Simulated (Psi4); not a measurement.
Psi4 1.11, TPSS/def2-svpd: Zn(F)(Cl)(OH2)2 ([OH2]->[Zn](<-[OH2])([F])[Cl]), 9 atoms. The geometry is a generated start, not checked to be a minimum at this level.

```json
{
 "task": "energy",
 "method": "tpss",
 "basis": "def2-svpd",
 "memory": "3 GB",
 "maxiter": "100",
 "keys_of_the_molecule_block": "symmetry c1",
 "scf_type": "df (default)",
 "guess": "auto, which took SAD (default)",
 "scf_initial_accelerator": "adiis (default)",
 "e_convergence": "1e-06 (default)",
 "d_convergence": "1e-06 (default)",
 "dft_radial_points": "75 (default)",
 "dft_spherical_points": "302 (default)",
 "basis_functions": "162",
 "grid_points": "194939"
}
```

```xyz
9

Zn     0.6235    -0.3690     0.5285
F      1.3714     0.7656    -0.5864
Cl     1.3819    -2.3019     0.9379
O     -0.8018    -0.7941    -1.1164
H     -0.7381    -1.7223    -1.3698
H     -0.3401    -0.2889    -1.7997
O     -0.3789     1.3188     1.3992
H     -1.2822     1.4317     1.0875
H      0.1643     1.9600     0.9192
```

Charge 0 and multiplicity 1 are set for this test and not shown to be the ground state.

One run each on 2 threads. Values of diis_max_vecs tried: 3, 6, 10 (default), 20.

Task: Which value of diis_max_vecs needs the fewest SCF iterations, and what happens away from it?

Result: Fewest SCF iterations, within one of each other: 6 with 12, 10 (default) with 12, 20 with 12. The count rises to 23 at 3. All converge to one solution.

```
diis_max_vecs  SCF iterations            end
-------------  --------------  -------------
3                          23  same solution
6                          12  same solution
10 (default)               12  same solution
20                         12  same solution
```
